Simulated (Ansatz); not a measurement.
System: DyAg2 (I4/mmm, No. 139). Method: r²SCAN+rVV10 in Ansatz (plane waves, PAW).

Run with plane-wave cutoff 560 eV, 22×22×22 k mesh, Fermi–Dirac smearing 0.05 eV, spin-polarised with parallel moments, scalar-relativistic PAW data made under PBE.

Computed at the level's own relaxed cell.

Problem. What does this level give for the lattice constant a and lattice parameter c?

Solution. 
- lattice constant a = 3.684 Å
- lattice parameter c = 9.334 Å

Note: the magnetic order was assumed, not searched for or taken from measurement; the 4f shell is treated without U or exact exchange, so its levels and filling can be wrong.

Spin–orbit coupling is not included.

Static lattice: no zero-point or thermal effects.

The result took about 80 core-minutes (a rough figure).

Ansatz is a first-principles code.
